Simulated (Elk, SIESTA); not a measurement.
A SIESTA input for a self-consistent single point of Mg3Sc (P6_3/mmc, 8 atoms in the cell) (DFT, GGA PBEsol, numerical atomic orbitals DZP, PseudoDojo PBEsol standard norm-conserving potentials (rewritten from UPF to PSML)):

```
# files in the folder: Mg.psml Sc.psml (PseudoDojo PBEsol standard)
SystemName  Mg3Sc
SystemLabel Mg3Sc

NumberOfAtoms                8
NumberOfSpecies              2
%block ChemicalSpeciesLabel
  1 12 Mg
  2 21 Sc
%endblock ChemicalSpeciesLabel
LatticeConstant              1.0 Ang
%block LatticeVectors
     6.150803000    0.000000000    0.000000000
    -3.075402000    5.326753000    0.000000000
     0.000000000    0.000000000    4.888514000
%endblock LatticeVectors
AtomicCoordinatesFormat      Fractional
%block AtomicCoordinatesAndAtomicSpecies
     0.166620000    0.333240000    0.250000000  1
     0.833380000    0.666760000    0.750000000  1
     0.833380000    0.166620000    0.750000000  1
     0.166620000    0.833380000    0.250000000  1
     0.666760000    0.833380000    0.250000000  1
     0.333240000    0.166620000    0.750000000  1
     0.666667000    0.333333000    0.250000000  2
     0.333333000    0.666667000    0.750000000  2
%endblock AtomicCoordinatesAndAtomicSpecies

XC.functional                GGA
XC.authors                   PBEsol
PAO.BasisSize                DZP
PAO.EnergyShift              0.005 Ry
MeshCutoff                   400 Ry
%block kgrid.MonkhorstPack
    4   0   0  0.0
    0   4   0  0.0
    0   0   5  0.0
%endblock kgrid.MonkhorstPack
OccupationFunction           FD
ElectronicTemperature        100.0 meV

MaxSCFIterations             150
SCF.Mixer.Method             Broyden
SCF.Mixer.Weight             0.25
SCF.Mixer.History            6
SCF.DM.Tolerance             1.0E-05
Diag.ParallelOverK           true
WriteForces                  true
Charge.Mulliken              end
```

Q: Give the Elk input for the same structure, mesh, smearing and functional.

A: One input that does it (others would too):

```
tasks
  0

xctype
  22

rgkmax
  8.0

gmaxvr
  14.0

nxoapwlo
  1

stype
  3

swidth
  0.00367493

avec
   11.6233345876    0.0000001311    0.0000000000
   -5.8116674073   10.0661029640    0.0000000000
    0.0000000000    0.0000000000    9.2379526164

sppath
  'species/'

atoms
  2   : nspecies
  'Mg.in'   : spfname
  6   : natoms; atposl, bfcmt below
  0.1666190000  0.3332390000  0.2500000000    0.0 0.0 0.0
  0.8333790000  0.6667590000  0.7500000000    0.0 0.0 0.0
  0.8333790000  0.1666190000  0.7500000000    0.0 0.0 0.0
  0.1666190000  0.8333790000  0.2500000000    0.0 0.0 0.0
  0.6667590000  0.8333790000  0.2500000000    0.0 0.0 0.0
  0.3332390000  0.1666190000  0.7500000000    0.0 0.0 0.0
  'Sc.in'   : spfname
  2   : natoms; atposl, bfcmt below
  0.6666666667  0.3333333333  0.2500000000    0.0 0.0 0.0
  0.3333333333  0.6666666667  0.7500000000    0.0 0.0 0.0

ngridk
  4 4 5
```

Basis, cutoffs, solver keys and any potentials are the target program's own. This input uses DFT, PBEsol, all-electron FP-LAPW, Elk's shipped species files, LAPW+lo basis.

The starting cell comes from a database of computed structures (which also holds hypothetical and non-ambient phases and stackings), without a prior relaxation at this level. Its lattice was rescaled by a random factor within 2.5 % of one. For this run, on top of that: lattice scaled by 0.98.
